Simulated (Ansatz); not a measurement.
Structures of equal composition on the (110) surface of germanium: Sb on one of 2 atoms of the third shell, H on every dangling bond; Sb on one of 2 atoms under the surface, H on every dangling bond. The slabs share one bottom face, and each structure is named by its start. These are constructed structures in small cells; real faces may alloy, dewet or reconstruct in larger ones, and not all known structures of the face are among them. Slabs of about 16 Å with all that they carry, Fermi-Dirac smearing of 0.025 eV. Bottom of the slabs: built like the top, H on every dangling bond, free. Relaxed from the named starts with such symmetry as they have, on meshes of like density; energies extrapolated to zero smearing; no spin-orbit coupling, no U. Spin-polarised runs, if any, are marked in brackets, and their order is one that fits the cell; the others ran without spin. Where a second, spin-polarised start was run, the lower counts.

These are PBE (plane waves to 420 eV, PAW; Ansatz, a quantum-chemistry and plane-wave program) values and carry that method's errors.

### Question
Rank these by energy per 1x1 cell (lowest first), as PBE gives it.

### Answer
Sb on one of 2 atoms of the third shell, H on every dangling bond (0.000 eV [spin start, no net moment], no gap over 0.04 eV on the mesh), Sb on one of 2 atoms under the surface, H on every dangling bond (0.075 eV [spin start, no net moment], no gap over 0.04 eV on the mesh)
